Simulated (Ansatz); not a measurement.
We consider C (model structure, P6₁22, No. 178, 6 atoms in the cell), described by r²SCAN (Ansatz, a quantum-chemistry and plane-wave program, plane waves, PAW).

Run with plane-wave cutoff 560 eV, 12×12×10 k mesh (along the axes of the cell as run), Fermi–Dirac smearing 0.01 eV, scalar-relativistic PAW data made under PBE.

Cell (relaxed at this level):

C has the hexagonal space group P6₁22 (No. 178), Pearson symbol hP6. Cell: a = 3.5612 Å, b = 3.5612 Å, c = 3.3638 Å, α = 90.00°, β = 90.00°, γ = 120.00°. C on 6b has 4 C at 1.540–1.555 Å. (Neighbours: up to the widest gap in distance over summed covalent radii, below 1.35, at either atom.)

Problem. Give the computed band gap, Γ–Γ gap and bulk modulus B0.

Solution. 
* **band gap**: 4.43 eV (on the SCF k mesh)
* **Γ–Γ gap**: 7.49 eV
* **bulk modulus B0**: 404 GPa

Note: the bulk modulus is −V dP/dV from two relaxed cells at ±2 % in volume; the relaxation could raise the start's symmetry but not lower it, so the cell can be a saddle point.

Computed values are for the static lattice.

The result took roughly 80 core-seconds.

A model structure was made by putting elements into a prototype or built by hand; it is no filed structure, need not be a known phase, and can be a saddle point held by its symmetry.
